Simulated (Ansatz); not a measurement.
## A computed series for Nb: response to strain

Base system: Nb in the bcc (W type) structure (space group Im-3m, No. 229; a = 3.2729 Å; relaxed with 0.1 eV smearing). Axes: x, y, z lie along the cube axes.

Strains are applied to the cell and any free atomic positions relax; under biaxial strain the out-of-plane vector relaxes too.

Computed with Ansatz (an electronic-structure program), PBEsol, PAW, cutoff 420 eV, without spin-orbit coupling.

```tsv
biaxial strain, plane normal [001], relaxed out of plane (%)	out-of-plane strain (%)
0	0.00
0.5	-0.54
1	-1.09
1.5	?
2	-2.22
2.5	-2.79
3	-3.32
```

Fit ε⊥ = −νε + γε² (strains in %) to the rows shown and predict the withheld row.

Least squares on the printed values gives ν = 1.10 (the biaxial Poisson response) and γ = -0.005 (largest residual 0.02 %); this predicts -1.66 %, and the run gives -1.65 %, in agreement.

Whether these cells are dynamically stable was not tested. All final runs are without spin polarisation.
